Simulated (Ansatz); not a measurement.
Worked calculations on one periodic cell of amorphous Al$_{28}$O$_{44}$Si: Al28O44Si, 73 atoms, volume 784.2 Å³, made by a melt-quench on the CHGNet potential and relaxed with DFT. O atoms were pushed apart under 1.9 Å during the dynamics, to hinder bonds among them. It is a model cell: composition and starting density were chosen by hand, and all elements were melted together. Cycles of charging were run to anneal it. Method: PBE, scalar-relativistic without spin-orbit coupling (plane waves to 420 eV, PAW; Ansatz, an electronic-structure program). Sampling: a 2×2×2 Γ-centred mesh; Fermi-Dirac width 0.02 eV; no spin polarisation. Its volume was relaxed, its shape was free, and it stands at a mean pressure of 0.0 GPa with stress components up to 0.1 GPa; the relaxation ran on the zone centre alone. Its density went from a set 3.06 to 3.15 g/cm³. The cell is small and was quenched far faster than a real film, so it is one sample of the glass.

Question: Count formal charges (Al +3, O -2, Si +4). What does the count lead one to expect at the Fermi level, and what does the calculation give?

Answer: 28 × (+3) + 44 × (-2) + 1 × (+4) = 0. The charges balance, so the anion-derived valence states can be full and a gap can open. On this mesh the highest filled and lowest empty level lie 3.49 eV apart, the PBE gap of this cell, with a localised state at one edge or both.

Four energies for a hole at PBE on the zone centre alone (charged cells in a uniform background, spin-polarised): neutral at the neutral geometry -40749.153 eV; charged at the neutral geometry -40754.437 eV; charged and relaxed -40754.707 eV; neutral at the charged geometry -40748.250 eV.

Question: Find the two relaxation energies and their sum, the reorganisation energy.

Answer: On charging: -40754.437 − (-40754.707) = 0.270 eV. On discharging: -40748.250 − (-40749.153) = 0.903 eV. The sum is 1.173 eV. The carrier's level spreads over 2 of the 73 atoms' worth, so it counts as localised, most on one O atom with neighbours Al 1.81 Å, Al 1.95 Å, Al 2.07 Å (neutral geometry). The values are uncorrected: the image energy of a point charge in this cell, 2.84 × 14.40 / (2 × 9.2) = 2.2 eV before screening, is screened by electrons alone at the fixed geometry and by ions too after relaxing, and the carrier can be spread before it relaxes, so each term can be off by up to that value times 1/ε∞, some tenths of an eV. PBE's self-interaction favours spread-out carriers, so a hybrid can localise more.
